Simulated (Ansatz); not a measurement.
**A computed series for SrZrO3: pressure series**

Start from SrZrO3 (space group Imma, No. 74; a = 5.795 Å, b = 8.135 Å, c = 5.814 Å; a cell from a computed database, its experimental status unchecked).

Cell and atoms are relaxed at each pressure.

All numbers come from PBEsol, PAW, 420 eV (Ansatz, an electronic-structure program; spin-orbit coupling left out).

| pressure (GPa) | volume per atom (Å³/atom) |
|---|---|
| -2 | 13.883 |
| -1 | 13.792 |
| 0 | 13.704 |
| 0.3 | ? |
| 0.7 | 13.644 |
| 1.5 | 13.577 |
| 3 | 13.456 |
| 5 | 13.302 |
| 7.5 | 13.122 |

Task: Fit the third-order Birch–Murnaghan form P(V) = (3B₀/2)[(V₀/V)^(7/3) − (V₀/V)^(5/3)]·[1 + (3/4)(B₀′ − 4)((V₀/V)^(2/3) − 1)] (squares taken in P) to the rows shown and predict the withheld row.

Result: Least squares on the printed values gives V₀ = 13.704 Å³/atom, B₀ = 158 GPa, B₀′ = 4.1; this predicts 13.678 Å³/atom, and the run gives 13.678 Å³/atom, in agreement.

Load acts through the strain it causes; cell and atoms are relaxed under it. Whether these cells are dynamically stable was not tested. No other phases were tried under pressure.
